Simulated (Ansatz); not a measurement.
Consider W in the bcc (W type) structure (space group Im-3m, No. 229).

```
W
1.0
   -1.58464     1.58464     1.58464
    1.58464    -1.58464     1.58464
    1.58464     1.58464    -1.58464
W
1
Direct
  0.00000   0.00000   0.00000
```

Cartesian axes are those of the cell as printed.

Level of theory: r2SCAN, PAW, 500 eV (Ansatz, a program for electronic structure; scalar-relativistic without spin-orbit coupling).

Strains are applied to the cell and any free atomic positions relax; under biaxial strain the out-of-plane vector relaxes too; under stress the whole cell relaxes.

One change was made to it. Results:

| quantity | base | after |
|---|---|---|
| shortest interatomic distance | 2.745 Å | 2.738 Å |
| energy relative to the base (free energy F) | 0 meV/atom | +7.1 meV/atom |
| band gap | zero | zero |

Q: What was done to the base?
A) uniaxial stress, 8 GPa compression along z
B) biaxial strain +0.25 %, plane normal [001], relaxed out of plane
C) biaxial strain −1.75 %, plane normal [001], relaxed out of plane
D) strain tensor (xx, yy, zz, yz, xz, xy) = (+0.82, −0.78, −3.19, +1.03, −0.48, −0.06) %
E) tensor shear ε_xz = +0.39 %

A: A, uniaxial stress, 8 GPa compression along z. For comparison, the energy relative to the base in the other runs: biaxial strain −1.75 %, plane normal [001], relaxed out of plane gives +18 meV/atom; biaxial strain +0.25 %, plane normal [001], relaxed out of plane gives +0.4 meV/atom; tensor shear ε_xz = +0.39 % gives +0.4 meV/atom; strain tensor (xx, yy, zz, yz, xz, xy) = (+0.82, −0.78, −3.19, +1.03, −0.48, −0.06) % gives +35 meV/atom.

Without a gap, meshes like the base's 21×21×21 leave anisotropic stresses uncertain by several tenths of a GPa, and small strain energies with them. Stability under load was not tested beyond the relaxation. All final runs are without spin polarisation.
